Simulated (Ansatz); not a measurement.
Ag under a change: biaxial strain −2.08 %, plane normal [111], relaxed out of plane

Start from Ag in the fcc (Cu type) structure (space group Fm-3m, No. 225; a = 4.0009 Å; relaxed with 0.1 eV smearing). Axes: x, y, z lie along the cube axes.

One thing is altered: compressive biaxial strain of 2.08 % in the plane normal to [111], as in epitaxy on a mismatched substrate; the out-of-plane cell vector and the atoms relax.

The values are results of LDA (Ansatz, a first-principles code, PAW, no SOC), not measurements. Γ-centred 28×28×28 mesh, Fermi–Dirac width 0.1 eV.

The space group goes from Fm-3m (No. 225) to R-3m (No. 166) and the energy increases by 11 meV/atom. The pressure (mean of the normal stresses, compression positive) goes from zero to 3.8 GPa and the band gap is still zero. The out-of-plane strain is +1.87 % and the ratio −ε⊥/ε∥ is 0.90. The mean in-plane stress (compression positive) is +5.7 GPa.

Final structure (turned so that z lies along the plane normal):

```
CELL_PARAMETERS angstrom
      2.77020     0.00000     0.00000
      1.38510     2.39906     0.00000
      1.38510    -0.79969     2.35302
ATOMIC_POSITIONS crystal
  Ag 0.00000 0.00000 0.00000
```

No phonon test of stability was made.
